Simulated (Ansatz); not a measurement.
## A constructed model of the (111) surface of fcc Rh, a pseudomorphic layer of Cu in the host's stacking (bottom of the slab: a bare face, its two planes held)

The numbers are results of PBE (plane waves to 420 eV, PAW; Ansatz, a program for electronic structure), not measurements.

Slab: 7 atoms, 13.5 Å thick at the start with caps and adatoms (thin: gaps and levels are the slab's own); k 16x16x1, smearing 0.1 eV, dipole-corrected; 2 atoms held, the rest relaxed; held to the start's symmetry, so lower structures may exist; no spin, no spin-orbit, no U. It is one candidate, not shown to be the stable structure of the face.

The work function of the top face is 4.68 eV, the energy released by relaxation comes out as 0.15 eV and the cost is very roughly 100 core-seconds.
